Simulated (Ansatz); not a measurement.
RhGe₂ (model structure, started from the C54 type, Fddd, No. 70, 6 atoms in the cell)

Method: PBE (Ansatz, a first-principles code, plane waves, PAW).

Settings: plane-wave cutoff 500 eV, 12×12×12 k mesh, Fermi–Dirac smearing 0.05 eV, no spin polarisation, scalar-relativistic PAW data made under PBE.

Cell (relaxed at this level):

```yaml
crystal:
  lattice:
    - [0.00000, 4.09878, 4.94257]
    - [2.35396, 0.00000, 4.94257]
    - [2.35396, 4.09878, 0.00000]
  atoms:
    - { symbol: Ge, position: [0.66918, 0.33082, 0.66918] }
    - { symbol: Ge, position: [0.33082, 0.66918, 0.33082] }
    - { symbol: Ge, position: [0.58082, 0.91918, 0.58082] }
    - { symbol: Ge, position: [0.91918, 0.58082, 0.91918] }
    - { symbol: Rh, position: [0.00000, 0.00000, 0.00000] }
    - { symbol: Rh, position: [0.25000, 0.25000, 0.25000] }
```

| Item | Result |
|---|---|
| band gap | none |

Note: the relaxation could raise the start's symmetry but not lower it, so the cell can be a saddle point.

Spin–orbit coupling is not included.

Computed values are for the static lattice.

The result took very roughly 10 core-minutes.

A model structure was made by putting elements into a prototype or built by hand; it is no filed structure, need not be a known phase, and can be a saddle point held by its symmetry.
